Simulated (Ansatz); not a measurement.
Ansatz (a program for electronic structure) run on GaCuGeSe₄ (I-4, 7 atoms in the cell): self-consistent single point

Computed with LDA (PW92), default PAW files made with PBE (plane waves; Ansatz).

The input file:

Ansatz 0.2 input:
```yaml
crystal:
  lattice:
    - [-2.761460, 2.761460, 5.421506]
    - [2.761460, -2.761460, 5.421506]
    - [2.761460, 2.761460, -5.421506]
  atoms:
    - { symbol: Ga, position: [0.500000, 0.500000, 0.000000] }
    - { symbol: Cu, position: [0.250000, 0.750000, 0.500000] }
    - { symbol: Ge, position: [0.750000, 0.250000, 0.500000] }
    - { symbol: Se, position: [0.114000, 0.118320, 0.471420] }
    - { symbol: Se, position: [0.881680, 0.353100, 0.995680] }
    - { symbol: Se, position: [0.646900, 0.642580, 0.528580] }
    - { symbol: Se, position: [0.357420, 0.886000, 0.004320] }
basis:
  ecutwfc: 420.0 eV
kpoints:
  mp_grid: { grid: [5, 5, 5] }
hamiltonian:
  xc: lda
  pseudopotentials: { kind: paw }
scf:
  occupations: { method: fixed }
output:
  forces: true
  eigenvalues: true
  stress: true
```

Output (repeated stretches shortened):

```
WARN ansatz: RAYON_NUM_THREADS=1 ignored (pool sized by the plan → 1); use --threads N
Pseudopotentials: kind: paw
Pseudopotential: Ga, paw, valence charge 13
Pseudopotential: Cu, paw, valence charge 19
Pseudopotential: Ge, paw, valence charge 14
Pseudopotential: Se, paw, valence charge 16
Crystal: 7 atoms, lattice volume = 165.370 Å³
Basis set: ecut = 420 eV, 3219 PW (Γ)
Bands: 66, of which v1, the nominal top of the filled ones, is band 55 counted from 1 (54 counted from 0)
Symmetry: 4 space group operations
Space group: I-4 (ITA 82), of the structure as read, at distance tolerance 5.5e-5 Å
k-points: 21 of 125 (time reversal used)
PAW frozen core: Ga, regenerated for the run's functional, and the local potential with it
PAW frozen core: Cu, regenerated for the run's functional, and the local potential with it
PAW frozen core: Ge, regenerated for the run's functional, and the local potential with it
PAW frozen core: Se, regenerated for the run's functional, and the local potential with it
Initial density: superposition of atomic densities (neutral atoms: chi_scale 0, normalization atom), corrected by the library's trained network
Initial wavefunctions: pseudopotential atomic-orbital guess
Eigensolver: davidson
Functional: x = slater, c = lda
SCF iter   1: F=—  HF=-36013.902407 eV  |F-HF|=—  |Δ(HF+E_count)|=         —  Δρ=9.18e-3  dr2=7.96e-2  ethr=1.77e-3  ⟨swp⟩=5.0  Hψ=4133  notcnv=0  defer=188
all-band conjugate gradients solve this SCF's bands
preconditioner: auto → Resta (q_TF=auto, 2.549 Å⁻¹)
SCF iter   2: F=—  HF=-36013.906960 eV  |F-HF|=—  |Δ(HF+E_count)|=   4.55e-3  Δρ=9.01e-3  dr2=9.53e-2  ethr=7.23e-5  ⟨swp⟩=2.4  Hψ=2803  notcnv=0  defer=188
SCF iter   3: F=—  HF=-36013.888127 eV  |F-HF|=—  |Δ(HF+E_count)|=   1.88e-2  Δρ=3.17e-3  dr2=8.95e-3  ethr=7.23e-5  ⟨swp⟩=2.1  Hψ=2499  notcnv=0  defer=188
SCF iter   4: F=—  HF=-36013.886438 eV  |F-HF|=—  |Δ(HF+E_count)|=   1.69e-3  Δρ=6.43e-4  dr2=3.96e-4  ethr=8.13e-6  ⟨swp⟩=2.0  Hψ=1807  notcnv=0  defer=189
SCF iter   5: F=—  HF=-36013.886372 eV  |F-HF|=—  |Δ(HF+E_count)|=   6.54e-5  Δρ=1.35e-4  dr2=3.14e-5  ethr=3.60e-7  ⟨swp⟩=2.0  Hψ=1879  notcnv=0  defer=96
SCF iter   6: F=—  HF=-36013.886396 eV  |F-HF|=—  |Δ(HF+E_count)|=   2.41e-5  Δρ=5.02e-5  dr2=5.51e-6  ethr=2.85e-8  ⟨swp⟩=2.0  Hψ=1811  notcnv=0  defer=87
SCF iter   7: F=—  HF=-36013.886396 eV  |F-HF|=—  |Δ(HF+E_count)|=   4.80e-7  Δρ=2.10e-5  dr2=1.04e-6  ethr=5.01e-9  ⟨swp⟩=2.0  Hψ=1819  notcnv=0  defer=87
SCF iter   8: F=-36013.886396 eV  HF=-36013.886396 eV  |F-HF|=1.24e-8  |Δ(HF+E_count)|=   1.12e-7  Δρ=6.76e-6  dr2=8.94e-8  ethr=9.09e-11  ⟨swp⟩=9.4  Hψ=7156  notcnv=0
SCF 1 converged in 8 iterations: F = -36013.886396 eV  dr2 = 8.94e-8
SCF converged after 8 iterations
Free energy (F): -36013.886396 eV
Harris-Foulkes:  -36013.886396 eV  (|F-HF|=1.24e-8)
Internal energy: -36013.886396 eV  (E = F + TS)
E sigma→0 (E₀):  -36013.886396 eV
Fermi energy:    7.335676 eV
--- Per-component energies (eV) ---
  E_band       = -2337.856690
  E_kinetic    = 1001.855923
  E_local      = -20381.354314  (includes V_loc(G=0)·N_el)
  E_nonlocal   = -1104.059249
  E_hartree    = 9559.911164
  E_xc         = -644.609594
  E_vxc        = -629.586885  (∫ρ·V_xc dr)
  E_paw        = -12763.831039  (= ΣΔE_a)
  E_vpaw       = -344.550359  (= ΣTr[D̂ρ^β])
  E_aug_tail   = -0.001954  (compensation charges beyond the density's cutoff)
  E_ewald      = -11694.753248
  E_core_change = 12.955915  (= ΣΔE_core)
  E_smearing   = -0.000000  (= −TS)
  E_closure    = -0.000000  (closes the sum)
  Σ components = -36013.886396   (vs F -36013.886396, Δ=0.00e0)
--- Forces (eV/Å), atoms counted from 1 ---
  atom   1  Ga     0.00000000     0.00000000     0.00000000
  atom   2  Cu    -0.00000000     0.00000000     0.00000000
  atom   3  Ge    -0.00000000     0.00000000     0.00000000
  atom   4  Se    -0.09906385     0.14204438    -0.04988221
  atom   5  Se     0.14204438     0.09906385     0.04988221
  atom   6  Se     0.09906385    -0.14204438    -0.04988221
  atom   7  Se    -0.14204438    -0.09906385     0.04988221
  max |Σ_I F_I| component: 1.39e-17 eV/Å
--- Stress (GPa, compression-positive) ---
       -3.331534       0.000000      -0.000000
       -0.000000      -3.331534      -0.000000
       -0.000000      -0.000000      -3.247871
  P = ⅓ Tr σ = -3.3036 GPa (-33.036 kbar)
  The stress holds the Pulay correction. Without it, at fixed plane waves, as pw.x and ABINIT print it: P = -3.3394 GPa
--- Band table (eV; the first three rows and the last of 21) ---
  k-point 0: bands = ["-103.3154", "-61.1909", "-61.1324", "-61.1324", "-40.3924", "-40.3923", "-40.3921", "-40.3921", "-40.3808", "-40.3808", "-40.3807", "-40.3807", "-40.3021", "-40.3020", "-40.3019", "-40.3019", "-40.2385", "-40.2384", [...]
  k-point 1: bands = ["-103.3154", "-61.1909", "-61.1324", "-61.1324", "-40.3923", "-40.3923", "-40.3921", "-40.3921", "-40.3808", "-40.3808", "-40.3807", "-40.3807", "-40.3021", "-40.3020", "-40.3020", "-40.3019", "-40.2384", "-40.2384", [...]
  k-point 2: bands = ["-103.3154", "-61.1909", "-61.1324", "-61.1324", "-40.3923", "-40.3922", "-40.3922", "-40.3921", "-40.3808", "-40.3807", "-40.3807", "-40.3807", "-40.3021", "-40.3021", "-40.3020", "-40.3019", "-40.2384", "-40.2383", [...]
  k-point 20: bands = ["-103.3154", "-61.1909", "-61.1324", "-61.1324", "-40.3926", "-40.3921", "-40.3921", "-40.3921", "-40.3809", "-40.3807", "-40.3807", "-40.3807", "-40.3021", "-40.3021", "-40.3020", "-40.3019", "-40.2385", "-40.2384", [...]
```

The run converged in 8 iterations.

The starting cell comes from a database of computed structures (which also holds hypothetical and non-ambient phases and stackings), without a prior relaxation at this level. Its lattice was rescaled by up to half a per cent. With a pressure of about -3 GPa the cell is away from its equilibrium volume at this level. Ansatz's pressure includes its estimate of the finite-basis (Pulay) stress.
